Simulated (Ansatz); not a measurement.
A periodic model of amorphous Ga₂₄O₃₉In₂:

```xyz
65
Lattice="9.7375 0.2207 0.0631 0.2207 9.1697 0.0815 0.0631 0.0815 9.3437" Properties=species:S:1:pos:R:3 pbc="T T T"
Ga     7.1656     6.6601     1.6183
Ga     9.7458     6.3397     9.2799
Ga     6.0724     4.8606     3.5008
Ga     8.2947     6.3870     6.3842
Ga     1.4866     3.4469     8.9639
Ga     4.7971     8.5141     0.2921
Ga     3.8012     2.9351     4.8723
Ga     6.8806     8.3856     4.1236
Ga     7.4531     3.7029     0.7663
Ga     7.4130     0.6406     1.3118
Ga     9.5590     4.2042     2.5096
Ga     5.3896     5.4999     8.3930
Ga     5.0493     1.6479     7.6360
Ga     0.7662     0.0463     0.3420
Ga     2.1592     6.0732     5.2647
Ga     1.0028     7.0104     2.4540
Ga     1.8284     0.9534     6.5197
Ga     3.1376     4.4531     2.2512
Ga     3.2270     1.7742     1.3646
Ga     2.5216     7.0156     8.2860
Ga     6.6065     3.5997     6.4332
Ga     3.4522     8.6631     3.7438
Ga     5.0651     7.6608     6.4163
Ga     0.2201     0.7820     3.9636
O      7.6369     4.1632     2.6171
O      5.3354     3.7438     7.8112
O      6.1130     6.1594     6.7661
O      9.3737     4.0975     0.5470
O      9.0177     6.5712     1.6813
O      8.7393     7.2040     8.0037
O      5.5496     8.8243     7.7554
O      1.4073     1.7189     0.7865
O      1.4457     5.3749     8.2651
O      2.0013     8.8951     8.0240
O      6.7347     5.3724     0.3025
O      6.8928     6.5972     3.4748
O      1.3513     5.0642     2.5264
O      3.2651     6.9325     6.5078
O      5.0686     8.4555     4.7084
O      9.6437     0.9834     5.9029
O      1.1762     2.6148     7.3173
O      0.5683     8.8581     2.5423
O      3.0417     3.6615     0.5625
O      7.5137     0.5571     3.1602
O      3.7619     9.0799     1.9842
O      5.5755     3.7050     4.8571
O      2.4314     7.0897     3.7319
O      6.6280     2.1483     0.6396
O      2.0906     0.6489     4.5914
O      8.7644     0.5146     9.2726
O      4.2187     6.8079     9.1418
O      0.1204     2.6940     3.7703
O      7.7836     8.0646     5.6990
O      8.2013     4.4846     6.3588
O      6.4817     8.2944     1.1086
O      0.3021     5.8364     5.3872
O      4.6395     5.4129     2.5396
O      2.5179     4.2517     5.1766
O      4.2377     1.2440     9.2330
O      3.7061     1.7452     6.2970
O      1.4241     7.3292     0.5970
O      6.7638     1.7767     6.8162
O      3.5340     2.7204     3.0162
In     0.4326     3.6730     5.6669
In     8.3700     9.3720     7.3037
```

Level of theory: PBE, scalar-relativistic without spin-orbit coupling (plane waves to 420 eV, PAW; Ansatz, an electronic-structure program).

A CHGNet melt-quench gave the starting glass, which DFT then relaxed. O atoms were pushed apart under 1.9 Å during the dynamics, to hinder bonds among them. The hot cell started wider than the set density and was brought back towards it in steps. It is the lowest in DFT energy of 2 quenches. It is a model cell: composition and starting density were chosen by hand, and all elements were melted together. No dispersion term was used. Its density started from a set value of 5.14 and ended at 5.03 g/cm³. The quench (nominally 280 K/ps over its main leg) was far faster than any real one, so the model tends to hold more defects than a real film. Values belong to this one cell and scatter from quench to quench. Volume and shape were free in the relaxation.

Neighbours within Ga-Ga 2.68 Å, Ga-O 2.36 Å, Ga-In 2.90 Å, O-O 1.58 Å, O-In 2.50 Å, In-In 3.12 Å count as bonded. Two cations that share two anions don't count as bonded, nor two that share one unless they lie closer than Ga-Ga 2.61 Å, Ga-In 2.82 Å, In-In 3.04 Å.

**Question.** Give the coordination numbers, mean bond lengths and angles.

**Answer.** 
The mean coordination of Ga by anions is 4.42 (14 with 4, 10 with 5). The mean coordination of O is 2.97 (3 with 2, 34 with 3, 2 with 4), the mean coordination of In by anions is 5.00 (2 with 5) and the mean Ga-O bond comes out as 1.922 Å (spread 0.085 Å, 106 counted). The mean O-In bond comes out as 2.171 Å (spread 0.055 Å, 10 counted), the bond angle at Ga is mean 107.5°, spread 20.7° and the bond angle at O is mean 116.9°, spread 16.8°. The bond angle at In comes out as mean 105.2°, spread 23.8°.

**Question.** List the pairs of like atoms that count as bonded by the rules above.

**Answer.** There are none by these rules.
